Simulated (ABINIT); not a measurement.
Band structure of C (P6_3/mmc, 4 atoms in the cell).

```
CELL_PARAMETERS angstrom
      1.23000    -2.13042     0.00000
      1.23000     2.13042     0.00000
      0.00000     0.00000     6.71000
ATOMIC_POSITIONS crystal
  C  0.00000 0.00000 0.25000
  C  0.00000 0.00000 0.75000
  C  0.33333 0.66667 0.25000
  C  0.66667 0.33333 0.75000
```

Level of theory: PBE, PAW (JTH v2.0 PBE PAW) (plane waves; ABINIT).

Settings: pseudos = [C.GGA_PBE-JTH.xml]; ecut = 42 Ry; pawecutdg = 84 Ry; pawxcdev = 0; ixc = 11; occopt = 7; tsmear = 0.00499791 Ha; ngkpt = 15 15 5; nshiftk = 1; shiftk = 0 0 0; potentials = JTH v2.0 PBE PAW; kptopt = 1; nstep = 50.

The starting cell has typed, rounded lattice constants, without a prior relaxation at this level.

Levels in eV from the Fermi level, bands 5 to 12:
```csv
point,5,6,7,8,9,10,11,12
Γ,-3.01,-3.01,-2.99,-2.99,4.29,8.37,8.37,8.42
M,-6.43,-6.37,-2.77,-2.09,1.52,2.19,7.27,7.66
K,-10.57,-10.57,-0.63,-0.02,-0.02,0.71,11.16,11.16
A,-3.00,-3.00,-3.00,-3.00,6.92,6.93,8.40,8.40
L,-6.40,-6.40,-2.37,-2.37,1.66,1.66,7.46,7.46
H,-10.57,-10.57,0.00,0.00,0.02,0.02,10.20,10.20
```

No band crosses the Fermi level by more than 0.03 eV along this path.
